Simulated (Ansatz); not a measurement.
Phonon-limited resistivity of PtTe₂ (R-3m) against temperature in μΩ·cm, LDA, DFPT electron-phonon coupling, linearised Boltzmann equation run with Ansatz (a program for electronic structure), harmonic crystal at a fixed cell. x, y and z are the axes of this cell:
```
PtTe2
1.0
    1.96623     1.13521     5.71645
   -1.96623     1.13521     5.71645
    0.00000    -2.27041     5.71645
Pt Te
1 2
Direct
  0.00000   0.00000   0.00000
  0.25208   0.25208   0.25208
  0.74792   0.74792   0.74792
```

```tsv
T	ρ (x, y)	ρ (z)
50 K	2.3	2.7
77 K	5.1	(withheld)
100 K	(withheld)	8.9
150 K	13.0	15.1
200 K	18.1	21
250 K	23	27
273 K	25	30
300 K	28	33
350 K	33	39
400 K	38	45
500 K	49	57
```

Task: Some entries are withheld; supply them.

Result: 
- 77 K, ρ (z): 6.0
- 100 K, ρ (x, y): 7.7

A metal at this level (no band gap). Only scattering by harmonic phonons is included (no impurities, grain boundaries, electron-electron scattering or thermal expansion). Spin-orbit coupling is left out, which matters with elements this heavy. Halving the electron mesh (24x24x24) moves the resistivity by up to 5 %. Smearing 0.20 eV; phonons on a 4x4x4 q mesh, which this run doesn't test and which matters most at low temperature.

Computed structure with no diffraction record at hand here (it may be known, metastable or hypothetical): PtTe2 (R-3m).
